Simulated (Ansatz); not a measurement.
N on the C site in diamond (start: the C site; 64-site cell, 2×2×2 shifted sampling), host crystal and elements as references (Δμ(C) = 0.14 eV, Δμ(N) = 0.00 eV; N taken from its element, since no compound that bounds it was computed at this level; only phases computed here count, gases as isolated molecules at 0 K). These are PBE, PAW (plane waves to 420 eV; Ansatz, a first-principles code) values and carry that method's errors. In charge state +1 (not spin-polarised) the formation energy is 1.14 eV with the Fermi level at the valence-band maximum; take the Fermi level 1.40 eV above it, where this charge is the stable one. The crystal has 17.56 × 10^22 C sites per cm³.

Problem. Estimate the equilibrium concentration at 1100 K in the dilute limit, leaving out vibrational entropy and degeneracy.

Solution. E_f = 1.14 + (+1)(1.4) = 2.54 eV; kT = 0.0948 eV; c = N exp(−E_f / kT) = 17.56 × 10^22 × exp(−26.8) ≈ 4 × 10^11 cm^-3. An error of 0.2 eV in E_f moves this by a factor of 8.
